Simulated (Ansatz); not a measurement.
Consider the following.

```
InAs
1.0
    0.00000     3.04346     3.04346
    3.04346     0.00000     3.04346
    3.04346     3.04346     0.00000
As In
1 1
Direct
  0.75000   0.75000   0.75000
  0.00000   0.00000   0.00000
```

No spin polarisation.

A single point on InAs, its geometry relaxed with PBEsol.

Method: r2SCAN/PAW in Ansatz (a program for electronic structure), spin-orbit coupling left out. Γ-centred 9×9×9 mesh, Fermi–Dirac width 0.05 eV.

Q: Predict the band gap and pressure.

A: The band gap is 0.14 eV and the pressure is 0.6 GPa.

Single points use the geometry relaxed with PBEsol. No phonon test of stability was made. The cell is InAs in the zinc blende structure (space group F-43m, No. 216). A zero or small gap of InAs can be the functional's error rather than a property of the material.
